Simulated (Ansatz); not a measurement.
Data:

```xyz
10
Lattice="5.2502 0.0000 0.0000 2.6251 4.5468 0.0000 2.6251 -1.5156 4.5515" Properties=species:S:1:pos:R:3 pbc="T T T"
Li     5.2502     0.0000     3.8151
Li     5.2502     3.0312     1.5394
Nb     5.2502     3.0312     4.5366
Nb     2.6251     1.5156     2.2608
O      6.2938     1.3064     0.8593
O      3.5970     0.2506     0.8593
O      3.2347     2.9898     0.8593
O      6.8317     2.8220     3.1350
O      4.2783     1.7662     3.1350
O      7.2657    -0.0414     3.1350
```

No spin polarisation.

Calculations: Kohn–Sham DFT with the PBEsol functional, run in Ansatz (a first-principles code) with PAW and 420 eV plane waves, no spin-orbit coupling. k-mesh 8×8×8 (Γ-centred); smearing 0.05 eV (Fermi–Dirac).

Task: Estimate the mean in-plane stress (compression positive).

Result: -4.5 GPa.

Task: What space group does the calculation give?

Result: R3c (No. 161).

The cells carry an imposed strain or load. No phonon test of stability was made. The cell was made from LiNbO₃ (space group R3c, No. 161) by this change: biaxial strain +2.25 %, plane normal [001], relaxed out of plane.
